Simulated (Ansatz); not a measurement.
# BBi (model structure, started from the 4H type, P6₃mc, No. 186, 8 atoms in the cell)

Calculation: PBE (Ansatz, a first-principles code, PAW).

Numerical settings: plane-wave cutoff 500 eV, 12×12×4 k mesh (along the axes of the cell as run), Fermi–Dirac smearing 0.05 eV, scalar-relativistic PAW data made under PBE.

Cell (relaxed at this level):

```
BiB
1.0
    3.89573     0.00000     0.00000
   -1.94787     3.37380     0.00000
    0.00000     0.00000    12.78220
B Bi
4 4
Direct
  0.00000   0.00000   0.99952
  0.00000   0.00000   0.49952
  0.66667   0.33333   0.75074
  0.33333   0.66667   0.25074
  0.00000   0.00000   0.81304
  0.00000   0.00000   0.31304
  0.66667   0.33333   0.56233
  0.33333   0.66667   0.06233
```

```
Quantity                        Value
--------  ---------------------------
band gap  0.18 eV (on the SCF k mesh)
```

Note: the relaxation could raise the start's symmetry but not lower it, so the cell can be a saddle point.

Spin–orbit coupling is not included; with these elements it can move the gap by several tenths of an eV or more.

Computed values are for the static lattice.

Cost on a shared machine: very roughly 4 core-minutes.

A model structure was made by putting elements into a prototype or built by hand; it is no filed structure, need not be a known phase, and can be a saddle point held by its symmetry.
